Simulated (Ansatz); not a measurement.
We consider Pt₃Ga (I4/mcm, No. 140, 8 atoms in the cell; start mp-862621), described by LDA in Ansatz (PAW).

Settings: plane-wave cutoff 520 eV, 12×12×12 k mesh, Fermi–Dirac smearing 0.05 eV, scalar-relativistic PAW data made under PBE.

Cell (relaxed at this level):

Space group I4/mcm (No. 140); a = 5.4299 Å, b = 5.4299 Å, c = 7.8437 Å, α = 90.00°, β = 90.00°, γ = 90.00°

```csv
atom,site,symmetry,x,y,z
Ga,4b,-42m,0.0000,0.5000,0.2500
Pt,8h,m.2m,0.2913,0.2087,0.0000
Pt,4a,422,0.0000,0.0000,0.2500
```
(The calculation used a cell of 8 atoms; values per cell refer to that cell.)

Problem. What does this level give for the bulk modulus?

Solution. 
bulk modulus: 262 GPa

The run finds no gap.

Note: the bulk modulus is −V dP/dV from two relaxed cells at ±2 % in volume; the relaxation could not lower the start's symmetry, so the cell can be a saddle point above a distorted one.

Spin–orbit coupling is not included.

Computed values are for the static lattice.

A start named mp-… is a Materials Project structure, which need not be a measured phase.

Ansatz is a program for electronic structure.
